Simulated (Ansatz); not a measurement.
Consider GaCuSe2 in the chalcopyrite structure (space group I-42d, No. 122; a = 5.608 Å, c = 11.098 Å). Axes: x, y, z lie along a, b, c of the conventional cell.

Level of theory: r2SCAN, PAW, 500 eV (Ansatz, a program for electronic structure; spin-orbit coupling left out).

Before the change:

- Valence-band top at Γ = 0.00, -0.11, -0.11 eV

The change: compressive biaxial strain of 2.35 % in the plane normal to [001], as in epitaxy on a mismatched substrate; the out-of-plane cell vector and the atoms relax.

Task: What does the calculation give for the valence-band top at Γ after the change?

Result: The valence-band top at Γ (three highest levels, from the VBM) goes from 0.00, -0.11, -0.11 eV to 0.00, 0.00, -0.03 eV.

Task: How does this affect the out-of-plane strain?

Result: The out-of-plane strain comes out as +2.73 %.

The levels and masses belong to the bands next to the band gap. No phonon test of stability was made. All final runs are without spin polarisation.
